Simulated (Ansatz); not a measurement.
Levels about the gap of amorphous B₁₂Te₄₀ (52 atoms in a cell of 1484 Å³, 5.86 g/cm³; zone centre alone, so wide bands show as single levels with stretches between that a denser mesh fills), at the geometry that PBE relaxed, where it gives 1.6 GPa on a denser mesh. The participation number counts the atoms over which a state spreads; weights are charges in smoothed Voronoi cells. The levels come from a single point, so bond lengths are those of that geometry. Method of the levels: PBE, scalar-relativistic without spin-orbit coupling, PAW (Ansatz default set, large-core Te) (Ansatz, an electronic-structure program). Sampling: the zone centre alone; Fermi-Dirac width 0.05 eV; no spin polarisation. So small a spacing is near the smearing width and the bands' dispersion over the mesh, so it is a value of this cell and mesh.

A CHGNet melt-quench gave the starting glass, which DFT then relaxed. The hot cell started wider than the set density and was brought back towards it in steps. It is the lowest in DFT energy of 2 quenches. It is a model cell: composition and starting density were chosen by hand, and all elements were melted together. No dispersion term was used. A short ab initio anneal came between quench and relaxation. Its density started from a set value of 5.86 and ended at 5.86 g/cm³. Cooling (nominally 120 K/ps over its main leg) ran many orders faster than in experiment, which tends to leave more defects and strain. Values belong to this one cell and scatter from quench to quench. The volume was held where the preparation left it and the shape relaxed, at a PBE pressure of 1.6 GPa. Stress components on the final sampling reach 1.7 GPa. On a 2×2×2 Γ-centred mesh force components of up to 0.18 eV/Å stay, since the relaxation ran on one k-point at (1/4, 1/4, 1/4).

| E - E(highest filled), eV | filling | participation number | largest on | weight Te | weight B |
|---|---|---|---|---|---|
| -0.45 | filled | 28.5 | Te, 3 neighbours | 0.91 | 0.09 |
| -0.42 | filled | 28.2 | Te, 3 neighbours | 0.87 | 0.13 |
| -0.35 | filled | 19.9 | Te, 3 neighbours | 0.91 | 0.09 |
| -0.31 | filled | 26.6 | Te, 2 neighbours | 0.91 | 0.09 |
| -0.25 | filled | 26.9 | Te, 2 neighbours | 0.89 | 0.11 |
| -0.14 | filled | 30.3 | Te, 2 neighbours | 0.86 | 0.14 |
| 0.00 | filled | 18.9 | Te, 2 neighbours | 0.93 | 0.07 |
| 0.26 | empty | 16.9 | Te, 2 neighbours | 0.90 | 0.10 |
| 0.29 | empty | 23.3 | Te, 3 neighbours | 0.92 | 0.08 |
| 0.45 | empty | 35.6 | Te, 2 neighbours | 0.88 | 0.12 |
| 0.54 | empty | 19.1 | Te, 3 neighbours | 0.91 | 0.09 |
| 0.72 | empty | 32.4 | Te, 4 neighbours | 0.94 | 0.06 |
| 0.76 | empty | 26.0 | Te, 3 neighbours | 0.92 | 0.08 |
| 0.84 | empty | 22.5 | Te, 2 neighbours | 0.91 | 0.09 |

Most localised among these is the empty level at +0.26 eV, on a Te atom, which has 2 neighbours (B 2.26 Å, Te 2.79 Å).
